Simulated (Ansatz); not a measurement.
The structure below was relaxed with PBE/PAW in Ansatz (a quantum-chemistry and plane-wave program), no spin-orbit coupling, earlier PAW set.

Space group F-43m (No. 216); a = b = c = 6.041 Å, α = β = γ = 90.00°

| atom | site | symmetry | x | y | z |
|---|---|---|---|---|---|
| Mo | 4c | -43m | 0.2500 | 0.2500 | 0.2500 |
| Cd | 4a | -43m | 0.0000 | 0.0000 | 0.0000 |

**Question.** Write out a cell with all atoms.

**Answer.** 
```
CdMo
1.0
    6.04098     0.00000     0.00000
    0.00000     6.04098     0.00000
    0.00000     0.00000     6.04098
Mo Cd
4 4
Direct
  0.25000   0.25000   0.25000
  0.25000   0.75000   0.75000
  0.75000   0.25000   0.75000
  0.75000   0.75000   0.25000
  0.00000   0.00000   0.00000
  0.00000   0.50000   0.50000
  0.50000   0.00000   0.50000
  0.50000   0.50000   0.00000
```
This is the conventional cell.

Stability against distortions was not tested. The final runs are not spin-polarised. The cell was made from CdS by this change: S → Mo; the result is a hypothetical phase, not in the database extracts checked. CdMo has a high density of states at the Fermi level and may be magnetic at this level.
